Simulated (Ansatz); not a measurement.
Amorphous C$_{44}$W$_{12}$

A CHGNet melt-quench gave the starting glass, which DFT then relaxed. The hot cell started wider than the set density and was brought back towards it in steps. It is the lowest in DFT energy of 2 quenches. It is a model cell: composition and starting density were chosen by hand, and all elements were melted together. No dispersion term was used.

The numbers are results of PBE, scalar-relativistic without spin-orbit coupling (plane waves to 420 eV, PAW; Ansatz, a first-principles code), not measurements. Geometry, pressure, stress and energy are those of the PBE run. Its sampling: a 2×2×2 Γ-centred mesh; Fermi-Dirac width 0.05 eV; no spin polarisation. The levels at the Fermi energy are partly filled. A closed spacing in one fast-quenched cell at PBE doesn't show the material to be a metal.

```json
{
 "number_of_atoms_in_the_cell": "56",
 "Density (volume relaxed, without dispersion)": "6.47 g/cm³",
 "volume_per_atom": "12.53 Å³",
 "Pressure on a 2×2×2 Γ-centred mesh": "0.02 GPa",
 "Largest force and stress component on that mesh (the relaxation ran on one k-point at (1/4, 1/4, 1/4))": "0.29 eV/Å and 1.8 GPa",
 "Gap on a 2×2×2 Γ-centred mesh (PBE)": "within the smearing (under twice its width)"
}
```

Cut-offs for bonds: C-C 1.70 Å, C-W 2.58 Å, W-W 3.46 Å.

```yaml
Mean coordination of C: 3.75 (17 with 3, 21 with 4, 6 with 5)
Mean coordination of W: 10.08 (1 with 8, 2 with 9, 4 with 10, 5 with 11)
Mean C-C bond: 1.419 Å (spread 0.048 Å, 43 counted)
Mean C-W bond: 2.203 Å (spread 0.126 Å, 79 counted)
```

Its density started from a set value of 6.30 g/cm³. The quench (nominally 990 K/ps over its main leg) was far faster than any real one, so the model tends to hold more defects than a real film. A cell of this size samples the disorder only roughly. The volume was free in the relaxation, at fixed shape. Stress components on the final sampling reach 1.8 GPa. On a 2×2×2 Γ-centred mesh force components of up to 0.29 eV/Å stay, since the relaxation ran on one k-point at (1/4, 1/4, 1/4).
